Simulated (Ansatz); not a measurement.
The parent structure is Ru in the hcp (Mg type) structure (space group P6_3/mmc, No. 194; a = 2.676 Å, c = 4.224 Å; relaxed with 0.1 eV smearing). Axes: x lies along a and z along c of the hexagonal cell.

Computed with plane-wave PAW DFT at the LDA level (Ansatz, a program for electronic structure, 420 eV), scalar-relativistic without spin-orbit coupling.

Base values:

| Quantity | Result |
|---|---|
| Pressure | 0.0 GPa |
| Shortest interatomic distance | 2.617 Å |
| Band gap | zero |

It is then changed as follows: uniaxial strain ε_xx = −0.50 %, all other strain components held at zero; the atoms relax in the strained cell.

Problem. What happens to the pressure?

Solution. The pressure (mean of the normal stresses, compression positive) goes from zero to 1.8 GPa.

Problem. Predict the new shortest interatomic distance.

Solution. The shortest interatomic distance shrinks by 0.003 Å to 2.614 Å.

Problem. What does the calculation give for the energy relative to the base after the change?

Solution. The energy rises by 0.7 meV/atom.

Problem. How does this affect the band gap?

Solution. The band gap is still zero.

No phonon test of stability was made. The final runs are not spin-polarised.
